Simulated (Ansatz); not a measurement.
The parent structure is WC (space group P-6m2, No. 187; a = 2.9220 Å, c = 2.8473 Å).

Calculations: plane-wave PAW DFT at the PBE level (Ansatz, a first-principles code, 420 eV), spin-orbit coupling left out, earlier PAW set.

One change was made to it. Results:

```
quantity             base    after
---------------  --------  -------
c/a ratio           0.974    0.915
volume per atom  10.53 Å³  9.91 Å³
```

Question: What was done to the base?
A. W → Re
B. W → Ru
C. C → Ge

Answer: B, W → Ru. For comparison, the volume per atom in the other runs: W → Re gives 10.10 Å³; C → Ge gives 16.13 Å³.

No phonon test of stability was made. As relaxed here, RuC and WGe are hypothetical phases, not in the database extracts checked. For ReC in this form, whether it has been made was not checked. All final runs are without spin polarisation. An odd electron count without spin: ReC.
